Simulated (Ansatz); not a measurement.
**Re: strain along the normal**

Re (hcp, P6_3/mmc, 14.560 Å³/atom at rest, c along z) under an equal strain ε in the (0001) plane with the normal axis free, as in a coherent film. PBEsol in Ansatz, a plane-wave DFT program (PAW, default set), 420 eV, 24×24×13 Γ-centred mesh, Fermi-Dirac smearing 0.10 eV; ions are relaxed within the symmetry of each cell.

Here s stands for strain and y for normal strain.

```csv
strain (%),normal strain (%)
-3.00,?
-1.50,0.99
-1.00,0.66
-0.50,0.33
0.00,0.00
0.50,-0.34
1.00,-0.69
1.50,-1.04
```

The 7 complete rows are fitted with a straight line, y against s. Means: s 0, y -0.013. About the means, the sum of products is -4.7300 and the sum of squares of s is 7.0000; the slope is their ratio. Least squares gives y = -0.013 - 0.6757·s. Residuals (row less fit): -0.011, -0.003, 0.005, 0.013, 0.011, -0.001, -0.013; standard error 0.011 (degrees of freedom: 5). The slope, -0.68 ± 0.00, is the elastic response of the normal axis, −2C13/C33.

Estimate the missing y (s = -3.00); what did the run itself give?

y = -0.013 - 0.6757 × (-3.0) = 2.014%. The calculation gives 1.97%, 0.044% below the prediction (1.5 % of the range of y in the table). The row lies outside the fitted rows, so this is an extrapolation. From the scatter of the fitted rows alone, a prediction at this place has a standard error of 0.017%, so the miss is 2.6 times that.

One order more, fitted to all 13 runs of the series, follows each within 0.01, so the miss is the next term of a smooth law. In a metal these values are sensitive to mesh and smearing; energies are taken to zero smearing, stresses follow the free energy. Rows are the converged runs of the series near zero and its far end; series whose fitted rows scatter by over a few per cent of the range, as at a crossing or softening among them, aren't shown in this form. Most that stay on the fit to the last digits aren't either.
